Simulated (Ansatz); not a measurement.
Input:

End structure of a constructed model of the (0001) surface of hcp Ru, (√3x√3)R30° surface alloy, Ag on one Ru site of the top plane (bottom of the slab: a bare face, its two planes held):

```yaml
crystal:
  lattice:
    - [4.08210, 2.35680, 0.00000]
    - [-4.08210, 2.35680, 0.00000]
    - [0.00000, 0.00000, 27.00000]
  atoms:
    - { symbol: Ru, position: [0.33333, 0.00000, 0.30129] }
    - { symbol: Ru, position: [0.66667, 0.66667, 0.30129] }
    - { symbol: Ru, position: [0.00000, 0.33333, 0.30129] }
    - { symbol: Ru, position: [0.33333, 0.33333, 0.38079] }
    - { symbol: Ru, position: [0.66667, 0.00000, 0.38079] }
    - { symbol: Ru, position: [0.00000, 0.66667, 0.38079] }
    - { symbol: Ru, position: [0.33333, 0.00024, 0.46007] }
    - { symbol: Ru, position: [0.66643, 0.66643, 0.46007] }
    - { symbol: Ru, position: [0.00024, 0.33333, 0.46007] }
    - { symbol: Ru, position: [0.33333, 0.33333, 0.54091] }
    - { symbol: Ru, position: [0.66667, 0.00000, 0.53987] }
    - { symbol: Ru, position: [0.00000, 0.66667, 0.53987] }
    - { symbol: Ru, position: [0.33333, 0.00322, 0.61868] }
    - { symbol: Ru, position: [0.66344, 0.66344, 0.61868] }
    - { symbol: Ru, position: [0.00322, 0.33333, 0.61868] }
    - { symbol: Ag, position: [0.33333, 0.33333, 0.71706] }
    - { symbol: Ru, position: [0.66667, 0.00000, 0.69550] }
    - { symbol: Ru, position: [0.00000, 0.66667, 0.69550] }
```

Slab: 18 atoms, 10.7 Å thick at the start with caps and adatoms (thin: gaps and levels are the slab's own); k 9x9x1, smearing 0.1 eV, dipole-corrected; 6 atoms held, the rest relaxed; symmetry of the start imposed; no spin, no spin-orbit, no U. It is one candidate, not shown to be the stable structure of the face.

Problem. What work function of the top face does Ansatz (an electronic-structure program) with PBE give?

Solution. 4.94 eV
